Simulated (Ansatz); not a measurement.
SnSe (model structure, within 0.1 Å of Fm-3m, No. 225, 6 atoms in the cell), treated with r²SCAN in Ansatz (plane waves, PAW).

Excerpt of the program's output:

```
Crystal: 6 atoms, lattice volume = 163.669 Å³
Basis set: ecut = 560 eV, 4907 PW (Γ), exchange–correlation on 108×108×243 points (27 copies of the dense FFT grid, shifted against one another)
Bands: 54, of which v1, the nominal top of the filled ones, is band 45 counted from 1 (44 counted from 0)
Symmetry: 6 space group operations
Space group: P3121 (ITA 152), of the structure as read, at distance tolerance 5.5e-5 Å
k-points: 202 of 1944 (time reversal used)
Functional: x = r2scan, c = r2scan; τ floored in thin density (d = 2e-4 eV/Å³)
SCF iter   1: F=—  HF=-34552.731622 eV  |F-HF|=—  |Δ(HF+E_count)|=         —  Δρ=4.62e-3  dr2=4.63e-2  dr2_τ=6.29e-3
SCF iter   2: F=—  HF=-34552.750302 eV  |F-HF|=—  |Δ(HF+E_count)|=   1.87e-2  Δρ=2.02e-3  dr2=8.01e-3  dr2_τ=3.06e-4
  ...
SCF iter   7: F=—  HF=-34552.750513 eV  |F-HF|=—  |Δ(HF+E_count)|=   4.25e-8  Δρ=2.95e-6  dr2=2.30e-8  dr2_τ=2.72e-10
SCF iter   8: F=-34552.750513 eV  HF=-34552.750513 eV  |F-HF|=1.46e-10  |Δ(HF+E_count)|=   4.37e-9  Δρ=4.09e-7  dr2=2.32e-10  dr2_τ=1.34e-11
SCF 1 converged in 8 iterations: F = -34552.750513 eV  dr2 = 2.32e-10
SCF converged after 8 iterations
Free energy (F): -34552.750513 eV
Internal energy: -34552.749732 eV  (E = F + TS)
E sigma→0 (E₀):  -34552.750122 eV
Fermi energy:    9.310483 eV
--- Forces (eV/Å), atoms counted from 1 ---
  atom   1  Sn     0.00019268    -0.00033374     0.00000000
  atom   2  Sn     0.00019268     0.00033374     0.00000000
  atom   3  Sn    -0.00038537     0.00000000     0.00000000
  atom   4  Se    -0.00047276     0.00081884    -0.00000000
  atom   5  Se    -0.00047276    -0.00081884    -0.00000000
  atom   6  Se     0.00094552    -0.00000000     0.00000000
--- Stress (GPa, compression-positive) ---
        0.002197       0.000000       0.000000
        0.000000       0.002197       0.000000
        0.000000       0.000000       0.005025
  P = ⅓ Tr σ = 0.0031 GPa (0.031 kbar)
```

Task: Write an input file that could have produced this run (the log leaves some choices open).

Result: Several could match; the one computed here: 
Ansatz 0.2 input:
```yaml
crystal:
  lattice:
    - [4.2573891753, 0.0, 0.0]
    - [-2.1286945876, 3.6870071796, 0.0]
    - [0.0, 0.0, 10.4267707877]
  atoms:
    - { symbol: Sn, position: [0.0, 0.3334307507, 0.6666666667] }
    - { symbol: Sn, position: [0.6665692493, 0.6665692493, 0.0] }
    - { symbol: Sn, position: [0.3334307507, 0.0, 0.3333333333] }
    - { symbol: Se, position: [0.0, 0.3332543281, 0.1666666667] }
    - { symbol: Se, position: [0.6667456719, 0.6667456719, 0.5] }
    - { symbol: Se, position: [0.3332543281, 0.0, 0.8333333333] }
basis:
  ecutwfc: 560
  ecutrho_ratio: 4
  xc_grid: 3
kpoints:
  mp_grid: { grid: [18, 18, 6] }
  band_path:
    path:
      - [0.0, 0.0, 0.0]
      - [0.0625, 0.0, 0.0]
      - [0.125, 0.0, 0.0]
      - [0.1875, 0.0, 0.0]
      - [0.25, 0.0, 0.0]
      - [0.3125, 0.0, 0.0]
      - [0.375, 0.0, 0.0]
      - [0.4375, 0.0, 0.0]
      - [0.5, 0.0, 0.0]
      - [0.458333, 0.083333, 0.0]
      - [0.416667, 0.166667, 0.0]
      - [0.375, 0.25, 0.0]
      - [0.333333, 0.333333, 0.0]
      - [0.296296, 0.296296, 0.0]
      - [0.259259, 0.259259, 0.0]
      - [0.222222, 0.222222, 0.0]
      - [0.185185, 0.185185, 0.0]
      - [0.148148, 0.148148, 0.0]
      - [0.111111, 0.111111, 0.0]
      - [0.074074, 0.074074, 0.0]
      - [0.037037, 0.037037, 0.0]
      - [0.0, 0.0, 0.25]
      - [0.0, 0.0, 0.5]
      - [0.0625, 0.0, 0.5]
      - [0.125, 0.0, 0.5]
      - [0.1875, 0.0, 0.5]
      - [0.25, 0.0, 0.5]
      - [0.3125, 0.0, 0.5]
      - [0.375, 0.0, 0.5]
      - [0.4375, 0.0, 0.5]
      - [0.5, 0.0, 0.5]
      - [0.458333, 0.083333, 0.5]
      - [0.416667, 0.166667, 0.5]
      - [0.375, 0.25, 0.5]
      - [0.333333, 0.333333, 0.5]
      - [0.296296, 0.296296, 0.5]
      - [0.259259, 0.259259, 0.5]
      - [0.222222, 0.222222, 0.5]
      - [0.185185, 0.185185, 0.5]
      - [0.148148, 0.148148, 0.5]
      - [0.111111, 0.111111, 0.5]
      - [0.074074, 0.074074, 0.5]
      - [0.037037, 0.037037, 0.5]
      - [0.5, 0.0, 0.25]
      - [0.333333, 0.333333, 0.25]
    npoints: 1
hamiltonian:
  xc: r2scan
  dispersion: none
  pseudopotentials: { kind: paw }
scf:
  occupations: { method: fermi_dirac, width: 0.05 }
  convergence: { dr2_threshold: 0.0000000006 }
output:
  forces: true
  stress: true
  eigenvalues: true
  write_bands: true
```

The PAW data were made under PBE.

Cost on a shared machine: very roughly 4 core-minutes.

A model structure was made by putting elements into a prototype or built by hand; it is no filed structure, need not be a known phase, and can be a saddle point held by its symmetry.

Ansatz is an electronic-structure program.
